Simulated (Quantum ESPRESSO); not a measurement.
Quantum ESPRESSO 7.5, DFT, PBE, plane waves, SSSP 1.1.2 efficiency PBE: rock-salt NiO (type II order), antiferromagnetic, atoms displaced, 4 atoms, spin-polarised from an antiferromagnetic start (nspin = 2, starting_magnetization ±0.2 on Ni), ending non-magnetic. Basis and mesh were picked for this test and aren't claimed converged.

| Item | Value |
|---|---|
| cell | 5.12, 5.12, 5.12 Å; 33.6, 33.6, 33.6° |
| distance to the nearest atom | 1.80 to 1.96 Å |
| task | scf |
| k mesh | 5×5×5 |
| ecutwfc | 45 Ry |
| ecutrho | 360 Ry |
| occupations | smearing |
| smearing | gaussian |
| degauss | 0.005 Ry |
| conv_thr | 4e-09 Ry |
| tprnfor | true |
| tstress | false |
| k-point pools (-nk) | 8 |
| diagonalization | david (default) |
| k-points computed (for each spin) | 63 |
| bands | 29 |
| electrons | 48 |
| G-vectors of the density | 28405 |
| FFT grid | 60×60×60 |

Settings of this run: mixing_mode = plain, mixing_beta = 0.7, mixing_ndim = 2; 8 ranks.

```
SCF iteration  band solver's avg # of iterations (first pass)  estimated scf accuracy (Ry)
-------------  ----------------------------------------------  ---------------------------
1                                                         3.5                  65.30574432
2                                                         3.4                 134.60031321
3                                                         4.3                  18.39055679
4                                                         2.0                   1.79214473
5                                                         5.0                  56.04942004
6                                                         4.1                   1.25529082
7                                                         1.1                   0.06004880
8                                                         3.4                   0.07531099
9                                                         2.0                   0.02205041
10                                                        2.2                   0.06652427
11                                                        1.6                   0.01877030
12                                                        1.1                   0.00848025
13                                                        1.2                   0.00530272
14                                                        1.7                   0.00510004
…                                                           …                            …
51                                                       10.0                  28.34875059
52                                                        8.4                  14.39017553
53                                                        8.7                  22.82109401
54                                                       14.5                  83.82676252
55                                                       14.4                  77.93460522
56                                                       11.0                  34.81546331
57                                                       11.3                  37.51158495
58                                                       12.8                  94.48219516
…                                                           …                            …
93                                                       11.3                  38.24577772
94                                                       13.3                  95.37817990
95                                                       11.5                  91.96819041
96                                                       11.6                  38.30154921
97                                                       11.3                  38.25257165
98                                                       13.3                  95.36533593
99                                                       11.5                  91.95372599
100                                                      11.5                  38.31494259
```

It was not converged after the 100 iterations allowed.

Q: Which change of settings makes this cycle converge?

A: This is not unique; one that fits is mixing_ndim = 8 (default) (17 SCF iterations) or mixing_ndim = 16 (19 SCF iterations), all else kept. The other changes of this size gave: mixing_ndim = 4 (23). With more settings changed, the fewest of all runs of this system: mixing_mode = local-TF, mixing_beta = 0.4, mixing_ndim = 8 (default) (13). Counts are of single runs.
